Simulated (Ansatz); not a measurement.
# Effect of isotropic strain −2.00 % on Ir

Base system: Ir in the fcc (Cu type) structure (space group Fm-3m, No. 225; a = 3.8450 Å; relaxed with 0.1 eV smearing).

Perturbation: an isotropic linear strain of −2.00 %; the atoms relax in the strained cell.

Calculations: r2SCAN/PAW in Ansatz (a first-principles code), no spin-orbit coupling. Settings: 29×29×29 k-points, 0.1 eV Fermi–Dirac smearing.

* **Volume per atom**: 13.38 Å³ (base 14.21 Å³)
* **Space group**: Fm-3m (No. 225) (base Fm-3m (No. 225))
* **Shortest interatomic distance**: 2.664 Å (base 2.719 Å)
* **Energy relative to the base (free energy F)**: +65 meV/atom
* **Band gap**: zero (base zero)

Whether these cells are dynamically stable was not tested. All final runs are without spin polarisation.
